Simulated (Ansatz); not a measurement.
The reference is Ta in the bcc (W type) structure (space group Im-3m, No. 229; relaxed with 0.1 eV smearing).

```
CELL_PARAMETERS angstrom
     -1.66023     1.66023     1.66023
      1.66023    -1.66023     1.66023
      1.66023     1.66023    -1.66023
ATOMIC_POSITIONS crystal
  Ta 0.00000 0.00000 0.00000
```

Level of theory: PBE (Ansatz, an electronic-structure program; PAW; 420 eV plane waves; without spin-orbit coupling).

Before the change:

Pressure: 0.0 GPa

The change: the cell is scaled by 1.0150 in all directions, atoms relaxed at fixed cell.

Question: What happens to the pressure and energy relative to the base?

Answer: The pressure goes from zero to -8.0 GPa; the energy rises by 22 meV/atom.

The cells carry an imposed strain or load. Stability against distortions was not tested. The final runs are not spin-polarised.
